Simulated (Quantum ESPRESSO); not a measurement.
# A short convergence ladder for Tm (P-3m1, 2 atoms in the cell)

```xyz
2
Lattice="3.5223 0.0000 0.0000 -1.7611 3.0504 0.0000 0.0000 0.0000 5.5222" Properties=species:S:1:pos:R:3 pbc="T T T"
Tm     0.0000     2.0336     1.4306
Tm     1.7612     1.0168     4.1417
```
Moments meant for the start (each program seeds them in its own way; μB, in the order of the atoms Tm Tm): 2.0 2.0.

Base method: LDA (PZ), SSSP 1.1.2 efficiency (PBE) pseudopotentials (plane waves; Quantum ESPRESSO 7.5).

Base settings: ecutwfc = 50 Ry; ecutrho = 400 Ry; occupations = smearing; smearing = fermi-dirac; degauss = 0.0073499 Ry; nspin = 2; input_dft = pz; potentials = {Tm: Tm.GGA-PBE-paw-v1.0.UPF}; K_POINTS = automatic 5 5 3 0 0 0; conv_thr = 1e-10 Ry.

The count of work is k-points × plane waves × bands × iterations; it is no time. 

**The k-point mesh**

Only quantities that move along the ladder and can be compared are tabulated.

```csv
K_POINTS,free energy less the last step's (meV/atom),pressure (GPa),largest difference of a force vector from the last step's (eV/Å),net moment (μB/atom),count of work / last
automatic 2 2 1 0 0 0,-264.61,-10.63,0.056,1.610,0.096
automatic 3 3 2 0 0 0,70.28,-2.14,0.037,1.235,0.27
automatic 5 5 3 0 0 0,-12.57,-1.62,0.008,1.155,0.48
automatic 6 6 4 0 0 0,0.00,-1.56,0.000,1.190,1.0
```

Coarsest K_POINTS that holds the net moment within 0.05 μB/atom: not settled: the last two steps still differ by 0.035 μB/atom, over half the tolerance, so the ladder does not show it.

On the base run: the starting cell has typed, rounded lattice constants, without a prior relaxation at this level. Its lattice was rescaled by up to half a per cent. One atom was moved a little off its site on purpose. The magnetic order is the one reached from the typed start; others were not searched systematically. With U or open f shells several self-consistent states can exist. The f electrons are in the valence without U or exact exchange, which can misplace them near the Fermi level. Spin-orbit terms, which matter for f shells, are left out. Without a gap this mesh is coarse (it stands for a supercell whose shortest vector is 17 Å).
